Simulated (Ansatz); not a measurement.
The starting structures come from a database of crystals and need not be the phases stable at ambient conditions.

Inside the gap of an insulator the Bloch states are evanescent, with a wavenumber k + iκ along the transport direction.

Input:

```yaml
crystal:
  lattice:
    - [4.57945, 0.00000, 0.00000]
    - [2.28972, 4.66673, -0.08869]
    - [0.00000, 2.32170, 3.94737]
  atoms:
    - { symbol: Os, position: [0.99993, 0.00000, 0.50000] }
    - { symbol: O, position: [0.90418, 0.75870, 0.40424] }
    - { symbol: O, position: [0.66288, 0.24130, 0.59576] }
    - { symbol: O, position: [0.33697, 0.75871, 0.83703] }
    - { symbol: O, position: [0.09569, 0.24129, 0.16297] }
```

Space group of this cell: I-42m. The cell was relaxed by PBE-D3(BJ); by PBEsol its mean pressure is -1.6 GPa.

Transport runs along the normal of the first two printed cell vectors, the (001) plane of the conventional cell.

The gap is the functional's own. No spin-orbit coupling. Mid-gap values are interpolated on the energy grid.

**Question.** Give the band gap and the smallest decay constant κ at mid-gap that Ansatz (a program for electronic structure) with PBEsol yields.

**Answer.** Gap 3.29 eV on a 8×8×8 mesh; κ = 0.543 1/Å, at (0.000, 0.500) of the in-plane reciprocal vectors. At the zone centre, at the nearest computed energy, the slowest state has κ = 0.67 1/Å.
